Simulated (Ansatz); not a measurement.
Ansatz (an electronic-structure program) run on Sb (Im-3m, 1 atom in the cell): self-consistent single point.

Method of the run: LDA (PW92), default PAW files made with PBE (plane waves; Ansatz).

```yaml
crystal:
  lattice:
    - [-1.86198, 1.86198, 1.86198]
    - [1.86198, -1.86198, 1.86198]
    - [1.86198, 1.86198, -1.86198]
  atoms:
    - { symbol: Sb, position: [0.00000, 0.00000, 0.00000] }
```

Reference input (self-consistent single point, DFT, LDA (PW92), plane waves, default PAW files made with PBE): basis.ecutwfc = 420 eV; kpoints.mp_grid.grid = 12 12 12; hamiltonian.xc = lda; hamiltonian.pseudopotentials = {kind: paw} (the program's default PAW files); scf.occupations.method = gaussian; scf.occupations.width = 0.1 eV. This run's input differs from it in these lines:

Ansatz 0.2 input:
```diff
@@ -8,3 +8,3 @@
 basis:
-  ecutwfc: 420.0
+  ecutwfc: 840.0
 kpoints:
```

The program printed (abridged):

```
SCF iter   1: F=—  HF=-6335.640707 eV  |F-HF|=—  |Δ(HF+E_count)|=         —  Δρ=6.99e-3  dr2=5.08e-3  ethr=1.77e-3  ⟨swp⟩=5.0  Hψ=5211  notcnv=0
all-band conjugate gradients solve this SCF's bands
preconditioner: auto → Kerker (q_TF=auto, 2.492 Å⁻¹)
SCF iter   2: F=—  HF=-6335.638586 eV  |F-HF|=—  |Δ(HF+E_count)|=   2.12e-3  Δρ=3.99e-3  dr2=1.75e-3  ethr=3.38e-5  ⟨swp⟩=1.6  Hψ=1487  notcnv=0
SCF iter   3: F=—  HF=-6335.637927 eV  |F-HF|=—  |Δ(HF+E_count)|=   6.59e-4  Δρ=6.57e-4  dr2=1.14e-4  ethr=1.17e-5  ⟨swp⟩=2.0  Hψ=1197  notcnv=0
SCF iter   4: F=—  HF=-6335.637876 eV  |F-HF|=—  |Δ(HF+E_count)|=   5.10e-5  Δρ=2.63e-4  dr2=1.17e-5  ethr=7.62e-7  ⟨swp⟩=2.0  Hψ=1375  notcnv=0
SCF iter   5: F=—  HF=-6335.637866 eV  |F-HF|=—  |Δ(HF+E_count)|=   1.03e-5  Δρ=9.76e-5  dr2=3.37e-6  ethr=7.81e-8  ⟨swp⟩=2.0  Hψ=1276  notcnv=0
SCF iter   6: F=—  HF=-6335.637865 eV  |F-HF|=—  |Δ(HF+E_count)|=   8.20e-7  Δρ=4.99e-5  dr2=8.67e-7  ethr=2.24e-8  ⟨swp⟩=1.0  Hψ=833  notcnv=0
SCF iter   7: F=-6335.637865 eV  HF=-6335.637865 eV  |F-HF|=3.00e-8  |Δ(HF+E_count)|=   4.39e-7  Δρ=1.02e-5  dr2=2.67e-8  ethr=6.67e-10  ⟨swp⟩=4.7  Hψ=4192  notcnv=0
SCF 1 converged in 7 iterations: F = -6335.637865 eV  dr2 = 2.67e-8
Free energy (F): -6335.637865 eV
Internal energy: -6335.634099 eV  (E = F + TS)
E sigma→0 (E₀):  -6335.635982 eV
Entropy (-TS):   -0.003766 eV (-3.766 meV/atom)
Fermi energy:    11.979564 eV
--- Forces (eV/Å), atoms counted from 1 ---
  atom   1  Sb     0.00000000     0.00000000    -0.00000000
--- Stress (GPa, compression-positive) ---
       -0.779585       0.000000       0.000000
        0.000000      -0.779585      -0.000000
       -0.000000      -0.000000      -0.779585
  P = ⅓ Tr σ = -0.7796 GPa (-7.796 kbar)
  The stress holds the Pulay correction. Without it, at fixed plane waves, as pw.x and ABINIT print it: P = -0.7809 GPa
```

The run converged in 7 iterations. Against the reference run the free energy falls by 1.8 meV/atom and the pressure stays at -0.78 GPa.

The starting cell comes from a database of computed structures (which also holds hypothetical and non-ambient phases and stackings), without a prior relaxation at this level. Its lattice was rescaled by up to half a per cent. Ansatz's pressure includes its estimate of the finite-basis (Pulay) stress.
